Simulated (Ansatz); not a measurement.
## What isotropic strain +3.00 % does to BeSe

Base system: BeSe in the zinc blende structure (space group F-43m, No. 216; a = 5.082 Å).

Now apply this change: the cell is scaled by 1.0300 in all directions; the atoms relax in the strained cell.

The values are results of LDA (Ansatz, an electronic-structure program), no SOC, not measurements. Γ-centred 11×11×11 mesh, Fermi–Dirac width 0.05 eV.

- Space group = F-43m (No. 216) (base F-43m (No. 216))
- Shortest interatomic distance = 2.266 Å (base 2.200 Å)
- Energy relative to the base (free energy F) = +32 meV/atom
- Pressure = -6.27 GPa (base -0.01 GPa)
- Band gap = 2.58 eV (base 2.40 eV)
- Gap character = indirect, Γ → X (base indirect, Γ → X)
- Smallest direct gap = 3.79 eV (base 4.43 eV)
- Mean gap deformation potential ΔEg/Δln V = +2.0 eV
- Width of the top valence band = 3.08 eV (base 3.50 eV)
- Electron mass = 0.88 mₑ along k, 0.27 mₑ across (at X) (base 0.83 mₑ along k, 0.26 mₑ across (at X))
- Hole mass (degenerate bands, along [100]) = 0.22, 0.50, 0.50 mₑ (at Γ) (base 0.24, 0.45, 0.45 mₑ (at Γ))
- Valley order (the lowest conduction-band minima on the path, energy above the VBM, named in the base's zone) = X along ⟨100⟩ 2.58 eV; Γ 3.79 eV; L along ⟨111⟩ 4.07 eV (base X along ⟨100⟩ 2.40 eV; L along ⟨111⟩ 4.39 eV; Γ 4.43 eV)

Cost of the whole job for the changed cell (relaxation, final SCF and bands): around 6 core-seconds (rough).

Masses are band curvatures over ±0.01 Å⁻¹ around the edge. Along k means along the line from Γ to the band edge. No phonon test of stability was made.
